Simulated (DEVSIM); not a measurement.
System: illuminated Si p-on-n cell, one wavelength, at 300 K.

Layer 1 from the left is Si, thickness (μm) 0.710, Na (cm⁻³) 6.1e17, τn (s) 1.6e-6, τp (s) 8.4e-6, absorption coefficient (cm⁻¹) 1200. Layer 2 from the left is Si, thickness (μm) 170, Nd (cm⁻³) 3.1e16, τn (s) 3.8e-5, τp (s) 3.8e-5, absorption coefficient (cm⁻¹) 1200.

Left contact: ohmic, minority electron recombination velocity 80000 cm/s. Right contact: ohmic, minority hole recombination velocity 300 cm/s. Voltage is applied to the left contact. Recombination: SRH at mid-gap, radiative, Auger. Light enters at the left, 5.8e16 photons cm⁻² s⁻¹, one pass, no reflection. Mobility is constant in doping.

The device is made up for the run: typed textbook-type constants, with dimensions and the other settings drawn at random. Values at 300 K.

Si: gap (eV) 1.124, affinity (eV) 4.05, permittivity 11.7, Nc (cm⁻³) 2.86e19, Nv (cm⁻³) 3.1e19, μn (cm²/Vs) 1417, μp (cm²/Vs) 470, B (cm³/s) 4.7e-15, Cn (cm⁶/s) 2.8e-31, Cp (cm⁶/s) 9.9e-32.

Model (solved in DEVSIM): 1D drift-diffusion, Boltzmann statistics, complete ionisation; no tunnelling, impact ionisation, image-force lowering or self-heating.

Dark forward current:

```
|V| (V)  |J| (A/cm²)
-------  -----------
0.05       7.441e-11
0.10       3.258e-10
0.15        1.425e-9
0.20        7.310e-9
0.25        4.330e-8
0.30        2.792e-7
0.35        1.874e-6
0.40        1.281e-5
0.45        8.813e-5
0.50       0.0006083
0.55        0.004203
0.60         0.02900
0.65          0.1976
0.70           1.253
0.75           6.214
0.80           22.10
0.85           61.53
0.90           141.2
0.95           276.1
1.00           475.1
1.05           741.8
1.10            1075
1.15            1473
1.20            1931
1.25            2444
```

Problem. Work out the local ideality factor n = ΔV / (kT/q · ln(J2/J1)) between the rows 0.15 and 0.20 V, 0.50 and 0.55 V, 1.20 and 1.25 V.

Solution. kT/q = 25.85 mV. From 0.15 to 0.20 V: ln(7.310e-9/1.425e-9) = 1.635, n = 1.18. From 0.50 to 0.55 V: ln(0.004203/0.0006083) = 1.933, n = 1.00, near the 1 of diffusion or emission over a barrier. From 1.20 to 1.25 V: ln(2444/1931) = 0.236, n = 8.21.

Problem. What current could the absorbed light give at most, and what share is collected?

Solution. Σ αd = 20.5, so qΦ(1 − exp(−Σ αd)) = 9.29 mA/cm². The simulated short-circuit current is 8.969 mA/cm², a share of 0.97.

Problem. Estimate the open-circuit voltage by superposition: the voltage at which the dark current equals that short-circuit current.

Solution. Interpolating ln J in the table gives 0.570 V. The simulation gives 0.570 V, the same within the digits that matter. Superposition holds where collection doesn't change with voltage.

Problem. Estimate the fill factor from FF0 = (v − ln(v + 0.72))/(v + 1), v = qVoc/(nkT), with n from the dark curve.

Solution. The rows about Voc, 0.55 and 0.60 V, give n = 1.00, so v = 22.0 and FF0 = 0.821. The simulation gives 0.822, the same within the digits that matter.
